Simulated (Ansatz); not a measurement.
The (111) surface of tetragonal MoSi2 in its 1x1 cell (cut with top plane Mo, bottom plane Mo), outermost plane spacing 0.36 Å in the ideal cut (one of several cuts of this face), with 1 Mo a cell over the bulk's ratio

These are PBE (plane waves to 420 eV, PAW; Ansatz, an electronic-structure program) values and carry that method's errors.

Model: 28-atom slab, Mo10Si18, 9.8 Å thick at the start (thin: gaps and levels are the slab's own), 9x5x1 mesh, Fermi-Dirac 0.1 eV, dipole correction, all atoms relaxed; held to the part of the start's symmetry that mesh and held atoms allow; no spin, no spin-orbit, no U.

```json
{
  "work_function_of_the_top_face": "3.71 eV",
  "energy_released_by_relaxation": "0.76 eV",
  "cost": "very roughly 27 core-minutes"
}
```
